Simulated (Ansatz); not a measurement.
The starting structures come from a database of crystals and need not be the phases stable at ambient conditions.

Inside the gap of an insulator the Bloch states are evanescent, with a wavenumber k + iκ along the transport direction.

Given:

```yaml
crystal:
  lattice:
    - [5.02071, 0.00000, 0.00000]
    - [0.00000, 5.02071, 0.00000]
    - [2.51036, -2.51036, 3.68908]
  atoms:
    - { symbol: Al, position: [0.00000, 0.00000, 0.00000] }
    - { symbol: P, position: [0.25000, 0.25000, 0.50000] }
    - { symbol: O, position: [0.03802, 0.59811, 0.73516] }
    - { symbol: O, position: [0.59811, 0.22682, 0.26484] }
    - { symbol: O, position: [0.22682, 0.13705, 0.73516] }
    - { symbol: O, position: [0.13705, 0.03802, 0.26484] }
```

Space group of this cell: I-4. The cell is taken as given; by PBEsol its mean pressure is 3.0 GPa.

Transport runs along the normal of the first two printed cell vectors, the (001) plane of the conventional cell.

No gap correction and no spin-orbit coupling; mid-gap values are interpolated between computed energies.

### Question
Estimate the band gap and the smallest decay constant κ at mid-gap that PBEsol in Ansatz (an electronic-structure program) returns for this system.

### Answer
Gap 5.84 eV on a 8×8×8 mesh; κ = 0.539 1/Å, at the zone centre.
